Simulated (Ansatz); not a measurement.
## Convergence study of the k-point mesh for YSi2 (P1, 6 atoms in the cell)

```yaml
crystal:
  lattice:
    - [2.79853, -2.79733, 0.00000]
    - [2.79853, 2.79733, 0.00000]
    - [-2.69519, 0.00000, 7.29223]
  atoms:
    - { symbol: Y, position: [0.62884, 0.37776, 0.75686] }
    - { symbol: Y, position: [0.37446, 0.62554, 0.25000] }
    - { symbol: Si, position: [0.04299, 0.79141, 0.58513] }
    - { symbol: Si, position: [0.95701, 0.20859, 0.41487] }
    - { symbol: Si, position: [0.20859, 0.95701, 0.91487] }
    - { symbol: Si, position: [0.79141, 0.04299, 0.08513] }
```

Method: LDA (PW92), default PAW files made with PBE (plane waves; Ansatz, an electronic-structure program).

Base settings: basis.ecutwfc = 30.9 Ry; kpoints.mp_grid.grid = 7 7 3; hamiltonian.xc = lda; hamiltonian.pseudopotentials = {kind: paw} (the program's default PAW files); scf.occupations.method = gaussian; scf.occupations.width = 0.0073 Ry.

Only quantities that move along the ladder and can be compared are tabulated.

The count of work is k-points × plane waves × bands × iterations; it is no time. Core times come from one kind of shared machine, to one figure; runs under 30 s give none.

The starting cell comes from a database of computed structures (which also holds hypothetical and non-ambient phases and stackings), without a prior relaxation at this level. Its lattice was rescaled by up to half a per cent. One atom was moved a little off its site on purpose. In the base run, with a pressure of about -4 GPa the cell is away from its equilibrium volume at this level. Ansatz's pressure includes its estimate of the finite-basis (Pulay) stress.

```csv
kpoints.mp_grid.grid,free energy less the last step's (meV/atom),pressure (GPa),largest difference of a force vector from the last step's (eV/Å),count of work / last,core time / last (rough)
2 2 1,93.59,-3.84,0.832,0.0092,–
2 2 2,50.27,-4.22,1.035,0.021,–
3 3 2,-17.75,-3.60,0.382,0.020,–
4 4 2,-26.57,-3.24,0.218,0.040,–
5 5 3,-0.31,-3.31,0.063,0.075,–
7 7 3,-1.29,-3.58,0.043,0.15,–
7 7 4,-0.14,-3.55,0.043,0.20,–
8 8 5,0.28,-3.59,0.018,0.32,0.3
10 10 6,0.93,-3.70,0.013,0.60,0.6
12 12 7,0.00,-3.68,0.000,1.0,1
```

Coarsest kpoints.mp_grid.grid that holds the pressure within 0.2 GPa of the last step, with all finer ones: 7 7 3, at 0.15 of the last step's count of work; the step before is off by 0.37 GPa.

Coarsest kpoints.mp_grid.grid that holds the forces within 0.02 eV/Å: not settled: the last two steps still differ by 0.013 eV/Å, over half the tolerance, so the ladder does not show it.

Coarsest kpoints.mp_grid.grid that holds the free energy within 5 meV/atom of the last step, with all finer ones: 5 5 3, at 0.075 of the last step's count of work; the step before is off by 27 meV/atom.

Keys are those of Ansatz 0.2.
